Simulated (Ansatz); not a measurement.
# What isotropic strain −0.50 % does to SiC

The parent structure is SiC in the zinc blende structure (space group F-43m, No. 216; a = 4.329 Å).

Perturbation: every lattice vector is shortened by 0.50 %; the atoms relax in the strained cell.

Method: LDA, PAW, 420 eV (Ansatz, an electronic-structure program; scalar-relativistic without spin-orbit coupling). Settings: 13×13×13 k-points, 0.05 eV Fermi–Dirac smearing.

```json
[
 {"quantity": "volume per atom", "base": "10.14 Å³", "changed": "9.99 Å³", "shift": "-0.15 Å³"},
 {"quantity": "space group", "base": "F-43m (No. 216)", "changed": "F-43m (No. 216)", "shift": "–"},
 {"quantity": "shortest interatomic distance", "base": "1.875 Å", "changed": "1.865 Å", "shift": "-0.0094 Å"},
 {"quantity": "energy relative to the base (free energy F)", "base": "0 meV/atom", "changed": "+1.7 meV/atom", "shift": "+1.7 meV/atom"},
 {"quantity": "pressure", "base": "0.00 GPa", "changed": "3.55 GPa", "shift": "+3.55 GPa"},
 {"quantity": "band gap", "base": "1.30 eV", "changed": "1.29 eV", "shift": "-0.01 eV"},
 {"quantity": "gap character", "base": "indirect, Γ → X", "changed": "indirect, Γ → X", "shift": "–"},
 {"quantity": "mean gap deformation potential ΔEg/Δln V", "base": "–", "changed": "+0.9 eV", "shift": "–"},
 {"quantity": "width of the top valence band", "base": "4.79 eV", "changed": "4.84 eV", "shift": "+0.059 eV"},
 {"quantity": "electron mass", "base": "0.68 mₑ along k, 0.23 mₑ across (at X)", "changed": "0.67 mₑ along k, 0.22 mₑ across (at X)", "shift": "–"},
 {"quantity": "hole mass (degenerate bands, along [100])", "base": "0.39, 0.59, 0.59 mₑ (at Γ)", "changed": "0.40, 0.59, 0.59 mₑ (at Γ)", "shift": "–"}
]
```

Final structure:

```
SiC
1.0
    0.00000     2.15367     2.15367
    2.15367     0.00000     2.15367
    2.15367     2.15367     0.00000
Si C
1 1
Direct
  0.00000   0.00000   0.00000
  0.25000   0.25000   0.25000
```

Cost of the whole job for the changed cell (relaxation, final SCF and bands): about 5 core-seconds (a rough figure).

Effective masses come from finite differences of ±0.01 Å⁻¹. Along k means along the line from Γ to the band edge. No phonon test of stability was made.
